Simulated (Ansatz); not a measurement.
A (6,6) HfO2 nanotube, stretched and compressed along its axis from its relaxed period of 3.276 Å, atoms relaxed at each length.

Calculation: PBE (plane waves to 420 eV, PAW; Ansatz, an electronic-structure program). Mesh 1×1×10. No spin polarisation, so a magnetic state wasn't tested. Isolated but for its images some 11 Å away. A hypothetical model, rolled from the flat sheet. Only distortions within the start's symmetry and period were free. Values not marked SOC lack spin–orbit coupling. Buckling under compression is shut out by symmetry and the short period. Energies are free energies at a Fermi–Dirac width of 0.02 eV, from the unstrained cell.

```tsv
strain (%)	energy (meV a period)	axial force (nN)	PBE gap (eV)
-3.0	+477	-15.97	4.44
-1.5	+116	-7.66	4.52
0.0	0	-0.02	4.55
+1.5	?	?	?
+3.0	?	?	?
+6.0	+1600	+24.64	4.36
```

### Question
Some entries are withheld; supply them.

### Answer

- +3.0, energy (meV a period): +423
- +3.0, axial force (nN): +13.42
- +3.0, PBE gap (eV): 4.52
- +1.5, energy (meV a period): +108
- +1.5, axial force (nN): +7.00
- +1.5, PBE gap (eV): 4.55
